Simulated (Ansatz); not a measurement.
The starting structures come from a database of crystals and need not be the phases stable at ambient conditions.

 Where the default PAW files enter, the runs use the earlier of Ansatz's two default sets.

The decay constant κ of evanescent states in the gap governs leakage through a thin film.

Here is the system:

```
CELL_PARAMETERS angstrom
      5.72396     0.00000     0.00000
     -2.86198     6.28357     0.00000
      0.00000     0.00000     5.81374
ATOMIC_POSITIONS crystal
  Sr 0.85310 0.70620 0.51217
  Sr 0.14690 0.29380 0.48783
  Sr 0.64690 0.29380 0.01217
  Sr 0.35310 0.70620 0.98783
  Sn 0.50000 0.00000 0.50000
  Sn 0.00000 0.00000 0.00000
  O  0.66273 0.32546 0.45286
  O  0.33727 0.67454 0.54714
  O  0.83727 0.67454 0.95286
  O  0.16273 0.32546 0.04714
  O  0.76695 0.03390 0.75000
  O  0.23305 0.96610 0.25000
  O  0.73305 0.96610 0.25000
  O  0.26695 0.03390 0.75000
```

Space group of this cell: Cmce. The cell is taken as given; by PBEsol its mean pressure is -1.4 GPa.

Transport runs along the normal of the first two printed cell vectors.

The gap is the functional's own. No spin-orbit coupling. Mid-gap values are interpolated on the energy grid.

Question: Compute, with PBEsol run with Ansatz (a program for electronic structure), the band gap and the smallest decay constant κ at mid-gap.

Answer: Gap 2.90 eV on a 6×6×6 mesh; κ = 0.275 1/Å, at the zone centre.
